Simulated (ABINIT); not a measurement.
Input and output of a self-consistent single point for Ba2PdO3 (Immm, 6 atoms in the cell) (ABINIT).

Method: PBEsol, PAW (JTH v2.0 PBE PAW, files made for PBE) (plane waves; ABINIT).

The change in words: lattice scaled by 0.98. Reference geometry:
```
Ba2PdO3
1.0
   -1.92713     2.04414     6.64229
    1.92713    -2.04414     6.64229
    1.92713     2.04414    -6.64229
Ba Pd O
2 1 3
Cartesian
  0.00000   0.00000   8.57240
  0.00000   0.00000   4.71217
  0.00000   0.00000   0.00000
  0.00000   0.00000  11.23596
  0.00000   0.00000   2.04861
  0.00000   2.04414   0.00000
```

Reference input (self-consistent single point, DFT, PBEsol, plane waves, PAW (JTH v2.0 PBE PAW, files made for PBE)): pseudos = [Ba.GGA_PBE-JTH.xml, Pd.GGA_PBE-JTH.xml, O.GGA_PBE-JTH.xml]; ecut = 24 Ha; pawecutdg = 48 Ha; pawxcdev = 0; ixc = -116133; occopt = 7; tsmear = 0.00499791 Ha; ngkpt = 6 6 6; nshiftk = 1; shiftk = 0 0 0; potentials = JTH v2.0 PBE PAW; nband = 36. This run's input differs from it in these lines:

```diff
@@ -5,5 +5,5 @@
 rprim
-        -3.6417516860    3.8628572015   12.5521051609
-         3.6417516860   -3.8628572015   12.5521051609
-         3.6417516860    3.8628572015  -12.5521051609
+        -3.5689159720    3.7855995283   12.3010626041
+         3.5689159720   -3.7855995283   12.3010626041
+         3.5689159720    3.7855995283  -12.3010626041
 natom 6
@@ -13,8 +13,8 @@
 xcart
-        -0.0000000000   -0.0000000000   16.1994958785
-        -0.0000000000   -0.0000000000    8.9047144432
+        -0.0000000000    0.0000000000   15.8755053756
+        -0.0000000000    0.0000000000    8.7266198326
          0.0000000000    0.0000000000    0.0000000000
-        -0.0000000000   -0.0000000000   21.2328900481
-        -0.0000000000   -0.0000000000    3.8713202737
-        -0.0000000000    3.8628572015   -0.0000000000
+        -0.0000000000    0.0000000000   20.8082314799
+        -0.0000000000    0.0000000000    3.7938937284
+        -0.0000000000    3.7855995283    0.0000000000
 ecut 24
```

Output (repeated stretches shortened):

```
--- !BeginCycle
solver: {iscf: 17, nstep: 50, nline: 4, wfoptalg: 10, }
tolerances: {toldfe: 1.00E-09, }
...

     iter   Etot(hartree)      deltaE(h)  residm     nres2
 ETOT  1  -217.20282918981    -2.172E+02 5.513E+01 3.945E+02
 ETOT  2  -229.40259155131    -1.220E+01 5.281E-02 6.530E+02
 ETOT  3  -229.09743497099     3.052E-01 3.246E-02 1.618E+02
 ETOT  4  -229.01468607966     8.275E-02 1.035E-02 6.696E+01
 ETOT  5  -228.99424947885     2.044E-02 3.715E-03 3.081E+01
   [... 9 lines left out ...]
 ETOT 15  -228.96762461809     7.444E-10 1.732E-04 1.778E-06
 ETOT 16  -228.96762462084    -2.757E-09 1.572E-04 8.497E-07
 ETOT 17  -228.96762462094    -9.450E-11 1.479E-04 6.292E-08
 ETOT 18  -228.96762462109    -1.509E-10 1.242E-04 5.026E-08
 At SCF step   18, etot is converged :
  for the second time, diff in etot=  1.509E-10 < toldfe=  1.000E-09

 Cartesian components of stress tensor (hartree/bohr^3)
  sigma(1 1)= -1.47482002E-04  sigma(3 2)=  0.00000000E+00
  sigma(2 2)= -1.93835413E-04  sigma(3 1)=  0.00000000E+00
  sigma(3 3)= -2.10742118E-04  sigma(2 1)=  0.00000000E+00

 ----iterations are completed or convergence reached----

 reduced coordinates (array xred) for    6 atoms
       0.645290000000      0.645290000000      0.000000000000
       0.354710000000      0.354710000000      0.000000000000
       0.000000000000      0.000000000000      0.000000000000
       0.845790000000      0.845790000000      0.000000000000
       0.154210000000      0.154210000000      0.000000000000
       0.500000000000      0.000000000000      0.500000000000
   [... lines left out ...]
 Fermi (or HOMO) energy (hartree) =   0.18605   Average Vxc (hartree)=  -0.40933
 Fermi (or HOMO) energy (eV) =   5.06261   Average Vxc (eV)= -11.13836
   [... lines left out ...]
'-kT*entropy'       : -2.90407816182868E-04
total_energy        : -2.28967522677552E+02
total_energy_eV     : -6.23052315105213E+03
...

-Cartesian components of stress tensor (GPa)         [Pressure=  5.4140E+00 GPa]
- sigma(1 1)= -4.33906956E+00  sigma(3 2)=  0.00000000E+00
- sigma(2 2)= -5.70283377E+00  sigma(3 1)=  0.00000000E+00
- sigma(3 3)= -6.20024614E+00  sigma(2 1)=  0.00000000E+00

 Calculation completed.
```

The run converged in 18 iterations. Against the reference run the free energy goes up by 12.5 meV/atom, the pressure goes from -1.55 to 5.41 GPa and the largest force goes from 0.031 to 0.292 eV/Å.

The starting cell comes from a database of computed structures (which also holds hypothetical and non-ambient phases and stackings), without a prior relaxation at this level. Its lattice was rescaled by a random factor within 2.5 % of one. For this run, on top of that: lattice scaled by 0.98. Spin polarisation is off. The potentials were made for another functional than the one used. With a pressure of about 5 GPa the cell is away from its equilibrium volume at this level.

Cost on one core of a shared machine: roughly 10 min.
